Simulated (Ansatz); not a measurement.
The reference is CdS in the zinc blende structure (space group F-43m, No. 216).

```yaml
crystal:
  lattice:
    - [0.00000, 2.96333, 2.96333]
    - [2.96333, 0.00000, 2.96333]
    - [2.96333, 2.96333, 0.00000]
  atoms:
    - { symbol: Cd, position: [0.00000, 0.00000, 0.00000] }
    - { symbol: S, position: [0.25000, 0.25000, 0.25000] }
```

Calculations: PBE in Ansatz (plane waves to 420 eV, PAW, no spin-orbit coupling).

Strains are applied to the cell and any free atomic positions relax.

One change was made to it. Results:

The electron mass changes from 0.12 mₑ (at Γ) to 0.11 mₑ (at Γ); the pressure goes from zero to -1.49 GPa; the band gap shrinks by 0.067 eV (1.04 eV → 0.98 eV); the gap character is still direct at Γ.

Question: Name the change that was made.
A. isotropic strain +1.00 %
B. isotropic strain −2.50 %
C. isotropic strain +0.50 %
D. isotropic strain +2.50 %
E. isotropic strain −1.00 %

Answer: A, isotropic strain +1.00 %. For comparison, the pressure in the other runs: isotropic strain +0.50 % gives -0.77 GPa; isotropic strain −1.00 % gives 1.73 GPa; isotropic strain +2.50 % gives -3.34 GPa; isotropic strain −2.50 % gives 4.83 GPa.

Masses are band curvatures over ±0.01 Å⁻¹ around the edge. Whether these cells are dynamically stable was not tested.

Ansatz is a first-principles code.
